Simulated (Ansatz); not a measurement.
Results of PBEsol (plane waves, PAW; Ansatz, a first-principles code) for CsCl-type TiCo.

Numerical settings: plane-wave cutoff 500 eV, 18×18×18 k mesh, Fermi–Dirac smearing 0.1 eV, no spin polarisation, scalar-relativistic PAW data made under PBE.

Computed at the level's own relaxed cell.

**Question.** Give the computed volume per atom and equilibrium lattice constant a.

**Answer.** 
volume per atom: 12.63 Å³/atom
equilibrium lattice constant a: 2.934 Å

Measured, for comparison: equilibrium volume per atom 13.43 Å³/atom, lattice constant a 2.995 Å (room temperature, not corrected to a static lattice; as tabulated in Yamada et al. (2019), arXiv:1910.09660). Computed (rounded) less measured: equilibrium volume per atom -6.0 %, lattice constant a -2.0 %.

The computed numbers hold no vibrational or temperature effects.
